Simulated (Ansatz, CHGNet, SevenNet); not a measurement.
# How the c axis length of Bi2S3 (model structure, started from the A-La2O3 type, P-3m1, No. 164, 5 atoms in the cell) moves with the method

No measured value is used here.

```
level (code)     value (Å)
---------------  ---------
CHGNet-r²SCAN        6.848
SevenNet-0           9.787
SevenNet-l3i5       11.021
LDA (Ansatz)         9.239
PBE (Ansatz)           ___
PBEsol (Ansatz)      9.557
r²SCAN (Ansatz)        ___
```

Question: Complete the blanks.

Answer: 
- PBE (Ansatz, a first-principles code), value (Å): 10.390
- r²SCAN (Ansatz), value (Å): 9.757

Density-functional levels without +SOC have no spin–orbit coupling. CHGNet-r²SCAN, SevenNet-l3i5: the cell has another shape than the first-principles one, perhaps another minimum in the same group. SevenNet-l3i5: the cell moved over 20 % in volume from its start. Cutoffs differ between the levels. Ansatz's density-functional and Hartree–Fock values are scalar-relativistic unless marked +SOC, with PAW data made under PBE.

Machine-learned potentials (CHGNet-r²SCAN, SevenNet-0, SevenNet-l3i5) are trained on DFT data: a solid inside that data is no test of them.

A model structure was made by putting elements into a prototype or built by hand; it is no filed structure, need not be a known phase, and can be a saddle point held by its symmetry.
